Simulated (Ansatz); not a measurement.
Band structure of HgS (F-43m, 2 atoms in the cell).

```
HgS
1.0
    0.00000     2.92363     2.92363
    2.92363     0.00000     2.92363
    2.92363     2.92363     0.00000
Hg S
1 1
Cartesian
  0.00000   0.00000   0.00000
  1.46182   1.46182   1.46182
```

Method: PBE, PAW files (plane waves; Ansatz, a quantum-chemistry and plane-wave program).

Settings: kpoints.mp_grid.grid = 13 13 13; hamiltonian.xc = pbe; hamiltonian.pseudopotentials = {kind: paw} (the program's default PAW files); scf.occupations.method = fermi_dirac; scf.occupations.width = 0.05 eV; kpoints.band_path.npoints = 8.

The starting cell comes from a database of computed structures (which also holds hypothetical and non-ambient phases and stackings), without a prior relaxation at this level. Its lattice was rescaled by a random factor within 2.5 % of one. Spin-orbit coupling is off. The run gives no clean gap (levels at the Fermi energy touch, overlap or are partly filled at this smearing), which alone does not show that the compound is a metal.

Levels in eV from the Fermi level, bands 10 to 16:
| point | 10 | 11 | 12 | 13 | 14 | 15 | 16 |
|---|---|---|---|---|---|---|---|
| Γ | -6.31 | -0.56 | -0.12 | -0.12 | -0.12 | 5.88 | 5.88 |
| X | -5.88 | -4.99 | -2.46 | -2.46 | 3.12 | 3.31 | 8.40 |
| W | -5.53 | -5.29 | -2.96 | -2.45 | 3.71 | 5.18 | 6.64 |
| K | -5.67 | -5.24 | -3.01 | -2.01 | 3.22 | 4.59 | 8.01 |
| L | -5.90 | -5.65 | -1.10 | -1.10 | 1.49 | 6.62 | 6.62 |
| U | -5.67 | -5.24 | -3.01 | -2.01 | 3.22 | 4.59 | 8.01 |

Bands cross the Fermi level along this path, so the cell is metallic at this level.

Keys are those of Ansatz 0.2.
